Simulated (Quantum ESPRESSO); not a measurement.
Worked example: self-consistent single point of HfF4 (C2/c, 30 atoms in the cell) in Quantum ESPRESSO.

Computed with PBEsol, SSSP 1.1.2 efficiency (PBE) pseudopotentials (plane waves; Quantum ESPRESSO).

```
HfF4
1.0
    5.83886    -4.92563     0.00000
    5.83886     4.92563     0.00000
   -4.50036     0.00000     6.16261
Hf F
6 24
Direct
  0.78587   0.21413   0.75000
  0.21413   0.78587   0.25000
  0.63424   0.77686   0.83353
  0.36576   0.22314   0.16647
  0.22314   0.36576   0.66647
  0.77686   0.63424   0.33353
  0.74194   0.68280   0.60664
  0.25806   0.31720   0.39336
  0.31720   0.25806   0.89336
  0.68280   0.74194   0.10664
  0.59852   0.18314   0.42467
  0.40148   0.81686   0.57533
  0.81686   0.40148   0.07533
  0.18314   0.59852   0.92467
  0.60670   0.39330   0.25000
  0.39330   0.60670   0.75000
  0.49793   0.73939   0.28309
  0.50207   0.26061   0.71691
  0.26061   0.50207   0.21691
  0.73939   0.49793   0.78309
  0.27636   0.96970   0.14960
  0.72364   0.03030   0.85040
  0.03030   0.72364   0.35040
  0.96970   0.27636   0.64960
  0.50000   0.00000   0.00000
  0.00000   0.50000   0.50000
  0.93686   0.82876   0.04431
  0.06314   0.17124   0.95569
  0.17124   0.06314   0.45569
  0.82876   0.93686   0.54431
```

Reference input (self-consistent single point, DFT, LDA (PZ), plane waves, GBRV 1.5 ultrasoft (LDA) pseudopotentials): ecutwfc = 40 Ry; ecutrho = 320 Ry; occupations = fixed; potentials = {Hf: hf_lda_v1.uspp.F.UPF, F: f_lda_v1.4.uspp.F.UPF}; K_POINTS = automatic 2 2 3 1 1 1; nbnd = 128; conv_thr = 1e-10 Ry; mixing_beta = 0.3. This run's input differs from it in these lines:

```diff
@@ -12,6 +12,7 @@
  ntyp = 2
- ecutwfc = 40
- ecutrho = 320
+ ecutwfc = 60
+ ecutrho = 480
  occupations = 'fixed'
  nbnd = 128
+ input_dft = 'pbesol'
 /
@@ -22,4 +23,4 @@
 ATOMIC_SPECIES
-Hf   178.4900  hf_lda_v1.uspp.F.UPF
-F     18.9984  f_lda_v1.4.uspp.F.UPF
+Hf   178.4900  Hf-sp.oncvpsp.upf
+F     18.9984  f_pbe_v1.4.uspp.F.UPF
 CELL_PARAMETERS angstrom
```

The program printed (abridged):

```
     Self-consistent Calculation

     iteration #  1     ecut=    60.00 Ry     beta= 0.30

     total energy              =   -1842.69242346 Ry
     estimated scf accuracy    <       4.20080183 Ry

     iteration #  2     ecut=    60.00 Ry     beta= 0.30

     total energy              =   -1843.21677924 Ry
     estimated scf accuracy    <       0.35797369 Ry

     iteration #  3     ecut=    60.00 Ry     beta= 0.30

     total energy              =   -1843.33695648 Ry
     estimated scf accuracy    <       0.09944974 Ry

   [... 9 blocks of this kind left out ...]

     iteration # 13     ecut=    60.00 Ry     beta= 0.30

     total energy              =   -1843.36077016 Ry
     estimated scf accuracy    <          5.9E-10 Ry

     iteration # 14     ecut=    60.00 Ry     beta= 0.30
     End of self-consistent calculation

     highest occupied, lowest unoccupied level (ev):     4.2674    9.9716

!    total energy              =   -1843.36077016 Ry
     estimated scf accuracy    <          1.4E-11 Ry

     convergence has been achieved in  14 iterations

     Forces acting on atoms (cartesian axes, Ry/au):

     atom    1 type  1   force =     0.00000000    0.00167287    0.00000000
     atom    2 type  1   force =     0.00000000   -0.00167287    0.00000000
     atom    3 type  1   force =    -0.00075607   -0.00097723   -0.00173810
     atom    4 type  1   force =     0.00075607    0.00097723    0.00173810
     atom    5 type  1   force =     0.00075607   -0.00097723    0.00173810
   [... 21 lines left out ...]
     atom   27 type  2   force =     0.00125153    0.00119145    0.00014265
   [... lines left out ...]

     Total force =     0.007834     Total SCF correction =     0.000013

          total   stress  (Ry/bohr**3)                   (kbar)     P=       21.80
   0.00014823   0.00000000  -0.00000639           21.81        0.00       -0.94
   0.00000000   0.00015187   0.00000000            0.00       22.34        0.00
  -0.00000639   0.00000000   0.00014443           -0.94        0.00       21.25

   JOB DONE.
```

The run converged in 14 iterations. Against the reference run the pressure goes from -5.53 to 2.18 GPa, the largest force goes from 0.101 to 0.055 eV/Å and the gap on the mesh goes from 5.583 to 5.704 eV. The full log also holds: “c_bands:  1 eigenvalues not converged”.

The starting cell comes from a database of computed structures (which also holds hypothetical and non-ambient phases and stackings), without a prior relaxation at this level. Spin-orbit coupling is off. The shifted mesh does not hold Γ, so a gap read on it misses any band edge there.

Cost on one core of a shared machine: roughly 8 min.
